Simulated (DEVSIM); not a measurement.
Device: Schottky contact on n-type Ge, at 300 K.

| layer (left to right) | material | thickness (μm) | Nd (cm⁻³) | τn (s) | τp (s) |
|---|---|---|---|---|---|
| 1 | Ge | 1.50 | 4.4e15 | 0.00011 | 0.00011 |

Left contact: Schottky, work function 4.31 eV, emission velocity 5.9e6 cm/s. Right contact: ohmic. Voltage is applied to the left contact. Recombination: SRH at mid-gap. Mobility is μmin + (μ − μmin)/(1 + (N/Nref)^α).

Constants are typed, rounded textbook-type inputs, not results; the design itself was drawn at random and stands for no fabricated device. Values at 300 K.

```tsv
parameter	Ge
gap (eV)	0.664
affinity (eV)	4
permittivity	16
Nc (cm⁻³)	1.04e19
Nv (cm⁻³)	6e18
μn (cm²/Vs)	3900
μp (cm²/Vs)	1900
μn,min	150
μp,min	100
Nref,n	2.6e17
Nref,p	4e17
αn	0.56
αp	0.6
```

DEVSIM, 1D drift-diffusion, Boltzmann statistics, complete ionisation; no tunnelling, impact ionisation, image-force lowering or self-heating. Metal contacts follow the ideal Schottky-Mott rule: no Fermi-level pinning, no interface dipoles.

The metal work function was swept, all else fixed.

| metal work function (eV) | potential step across the device at zero bias (V) | largest field in the device at zero bias (V/cm) |
|---|---|---|
| 4.16 | 0.041 | 7600 |
| 4.21 | 0.009 | 1200 |
| 4.26 | 0.059 | 6000 |
| 4.31 | 0.109 | 9100 |
| 4.36 | 0.159 | 12000 |
| 4.41 | 0.209 | 14000 |
| 4.46 | 0.259 | 16000 |
| 4.51 | 0.309 | 19000 |

From the first row to the last the potential step across the device at zero bias goes from 0.041 to 0.309. From the first row to the last the largest field in the device at zero bias goes from 7600 to 19000.
